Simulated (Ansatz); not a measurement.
Volume per atom of NbSi (model structure, started from the NiAs type, P6₃/mmc, No. 194, 4 atoms in the cell) at several levels of theory

No measured value is used here.

```tsv
level (code)	value (Å³/atom)
PBE (Ansatz)	16.21
PBEsol (Ansatz)	15.76
PBE-D3(BJ) (Ansatz)	15.61
```

Ansatz's density-functional and Hartree–Fock values are scalar-relativistic unless marked +SOC, with PAW data made under PBE.

A model structure was made by putting elements into a prototype or built by hand; it is no filed structure, need not be a known phase, and can be a saddle point held by its symmetry.

Ansatz is a quantum-chemistry and plane-wave program.
